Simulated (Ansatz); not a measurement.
H on the 1x1 (110) surface of bcc Nb, one in a 2x2 cell, energies for each (31.0 Å²). Energies are against ½ H2(g), without zero-point or thermal terms; each row is named by its start.

Computed with PBE (plane waves to 420 eV, PAW; Ansatz, an electronic-structure program).

Model: 17-atom slab, 6.8 Å thick at the start under the adsorbate (thin: gaps and levels are the slab's own), 5x5x1 mesh, Fermi-Dirac 0.1 eV, dipole correction, 8 atoms held, the rest relaxed; each run with such symmetry as its start has; no spin, no spin-orbit, no U, no dispersion correction.

A negative adsorption energy means that the adsorbate is more stable on the surface than in its reference. Heights count from the host atoms within 0.3 Å of the top one.

```csv
starting site,E_ads (eV),height (Å),nearest host atom (Å),bonded to,Δ work function (eV),lateral drift (Å)
top Nb,0.36,1.90,Nb 1.85,Nb,0.51,0.0
hollow Nb-Nb-Nb,-0.90,1.07,Nb 2.05,3 Nb,-0.07,0.0
bridge Nb-Nb (span 2.9 Å),-0.58,1.33,Nb 1.95,2 Nb,0.04,0.0
bridge Nb-Nb (span 3.3 Å),-0.79,1.11,Nb 2.00,2 Nb,-0.09,0.0
```
